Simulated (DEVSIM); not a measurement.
Device: abrupt GaAs p-n junction, at 300 K.

Layer 1 from the left is GaAs, thickness (μm) 13.0, Na (cm⁻³) 1.1e15, τn (s) 3.6e-9, τp (s) 3.6e-9. Layer 2 from the left is GaAs, thickness (μm) 240, Nd (cm⁻³) 2.6e15, τn (s) 3.6e-9, τp (s) 3.6e-9.

Left contact: ohmic. Right contact: ohmic. Voltage is applied to the left contact. Recombination: SRH at mid-gap, Auger. Mobility is μmin + (μ − μmin)/(1 + (N/Nref)^α).

Constants are typed, rounded textbook-type inputs, not results; the design itself was drawn at random and stands for no fabricated device. Values at 300 K.

GaAs: gap (eV) 1.424, affinity (eV) 4.07, permittivity 12.9, Nc (cm⁻³) 4.7e17, Nv (cm⁻³) 9e18, μn (cm²/Vs) 8500, μp (cm²/Vs) 400, μn,min 500, μp,min 20, Nref,n 6e16, Nref,p 1.5e17, αn 0.39, αp 0.38, Cn (cm⁶/s) 1e-30, Cp (cm⁶/s) 1e-30.

Problem. Estimate by hand the built-in potential, the peak field at zero bias, the capacitance at -1.5 V, and compare with a numerical solution.

Solution. 
- Built-in potential: ni = √(Nc Nv) exp(−Eg/2kT) = 2250000 cm⁻³ with Eg = 1.424 eV; Vbi = kT/q ln(Na Nd/ni²) = 1.057 V; numerical 1.057 V.
- Peak field at zero bias: depletion approximation: W = √(2εVbi/(qN)) = 1.40 μm with N = 7.73e14 cm⁻³; field = 2Vbi/W = 15100 V/cm; numerical 14800 V/cm (estimate above by 2.5 %).
- Capacitance at -1.5 V: C = √(qεN / 2(Vbi + |V|)) = 5.26 nF/cm²; numerical 5.31 nF/cm² (estimate below by 1.0 %).

Model (solved in DEVSIM): 1D drift-diffusion, Boltzmann statistics, complete ionisation; no tunnelling, impact ionisation, image-force lowering or self-heating.
